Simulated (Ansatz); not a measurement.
Input:

```yaml
crystal:
  lattice:
    - [0.00000, 2.96391, 2.96391]
    - [2.96391, 0.00000, 2.96391]
    - [2.96391, 2.96391, 0.00000]
  atoms:
    - { symbol: Ga, position: [0.00000, 0.00000, 0.00000] }
    - { symbol: Sb, position: [0.25000, 0.25000, 0.25000] }
```

No spin polarisation.

Calculations: DFT with LDA, PAW potentials and a 420 eV plane-wave cutoff in Ansatz (a first-principles code), scalar-relativistic without spin-orbit coupling. Γ-centred 13×13×13 mesh, Fermi–Dirac width 0.05 eV.

Problem. Predict the pressure.

Solution. 3.90 GPa.

Problem. What is the computed space group?

Solution. F-43m (No. 216).

The cells carry an imposed strain or load. No phonon test of stability was made. The cell was made from GaSb in the zinc blende structure (space group F-43m, No. 216) by this change: isotropic strain −2.00 %.
